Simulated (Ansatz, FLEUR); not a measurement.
## Sr2SeS (R-3m, 4 atoms in the cell) computed with different codes at matched settings

Self-consistent single point.

```
CELL_PARAMETERS angstrom
      2.17815     1.25756     7.12217
     -2.17815     1.25756     7.12217
      0.00000    -2.51512     7.12217
ATOMIC_POSITIONS crystal
  Sr 0.24718 0.24718 0.24718
  Sr 0.75282 0.75282 0.75282
  Se 0.00000 0.00000 0.00000
  S  0.50000 0.50000 0.50000
```

Shared settings, as Ansatz (a program for electronic structure) writes them: kpoints.mp_grid.grid = 6 6 6; magnetization.spin_orbit = true; scf.occupations.method = fixed. Potentials and cutoffs stand in the table.

```json
[
 {"code": "FLEUR", "model": "LDA (Perdew-Zunger), all-electron FLAPW (FLEUR), scalar-relativistic valence with spin-orbit coupling in second variation", "gap on the mesh (eV)": "2.064", "cutoff": "Kmax 3.8 1/bohr"},
 {"code": "Ansatz", "model": "LDA (PW92) with spin-orbit coupling, PAW files made with PBE", "gap on the mesh (eV)": "2.009", "cutoff": "420 eV"}
]
```

Gaps are read on the mesh.

The spread over the programs that give each value: gap on the mesh within 0.055 eV.

FLEUR treats all electrons, but the usual bases taken here (sphere radii, linearisation, local orbitals, empty states) were not tested for convergence, so the values are no reference for the others.

The starting cell comes from a database of computed structures (which also holds hypothetical and non-ambient phases and stackings), without a prior relaxation at this level.

Keys are those of Ansatz 0.2.
